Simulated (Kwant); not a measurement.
Model system: Aharonov-Bohm ring in a GaN two-dimensional gas. Effective mass 0.22 mₑ, grid spacing 3.3 nm, hard walls, nominal width 40 nm (13 grid rows, so walls 46.2 nm apart), one parabolic valley, scattering region 260 nm long along x; energies count from the band bottom; Fermi energy 0.00461 eV. Ring of mean radius 56 nm, arms as wide as the leads. Perpendicular field swept from 0 to 1.1 T, none in the leads; orbital effect alone.

Constants are typed, rounded textbook-type inputs, not results; the design itself was drawn at random and stands for no fabricated device.

Kwant, effective-mass tight-binding model on a square grid, one spin, coherent transport at 0 K. Conductance is in e²/h.

Density of the scattering states that come in from the left lead, at field = 0.27191 T, in bins, relative to the largest site value (x marks bins outside the device):

```
|xxxxxxxxxxxxxxxx ..:-::-.   xxxxxxxxxxxxxxxx|
|xxxxxxxxxxxxxx .-++*##**+:..  xxxxxxxxxxxxxx|
|xxxxxxxxxxxxx .+%*+==-:=-.:--. xxxxxxxxxxxxx|
|xxxxxxxxxxxx .-==-..:.:--::-==:.xxxxxxxxxxxx|
|xxxxxxxxxxx :-:.-=-:--=++++-.-*=.xxxxxxxxxxx|
|xxxxxxxxxx .--:+@%+:...::+##--*%- xxxxxxxxxx|
|xxxxxxxxxx .::-#@+: xxxx .=#*:-*+.xxxxxxxxxx|
|xxxxxxxxxx.-::-+- xxxxxxxx -+:.-*:xxxxxxxxxx|
|::.....:::=*=-=- xxxxxxxxxx --:-*=...      .|
|#*-+*-=@%+*%=-=:xxxxxxxxxxxx.---=+=-::::::::|
|%+.*%-:@%-=%-.-:xxxxxxxxxxxx.--:.....       |
|%#-%@=-@#:=#-.-.xxxxxxxxxxxx :-:......:::::.|
|%%*%%+*@%=-=::=:xxxxxxxxxxxx.--. .:--======-|
|:-:::::-:. .:=+: xxxxxxxxxx :-:.............|
|xxxxxxxxxx .---.  xxxxxxxx  .::==.xxxxxxxxxx|
|xxxxxxxxxx .:.....  xxxx      :*+.xxxxxxxxxx|
|xxxxxxxxxx   .:-:::.   .::. .:-+: xxxxxxxxxx|
|xxxxxxxxxxx  :--. .:..:-+-..-+=- xxxxxxxxxxx|
|xxxxxxxxxxxx .-=-::..:::--::==: xxxxxxxxxxxx|
|xxxxxxxxxxxxx .=#%*:.--..---:. xxxxxxxxxxxxx|
|xxxxxxxxxxxxxx .=*+:.--. ::.  xxxxxxxxxxxxxx|
|xxxxxxxxxxxxxxxx ..  ..     xxxxxxxxxxxxxxxx|
```
Scale: ten equal steps from 0.007 (start of ' ') to 0.902 (end of '@'), in the order ' .:-=+*#%@'; x runs from -126 to 126, y from -72.4 (bottom) to 72.4 (top).

The conductance there is 1.00 e²/h with 2 open channel(s) in the leads.
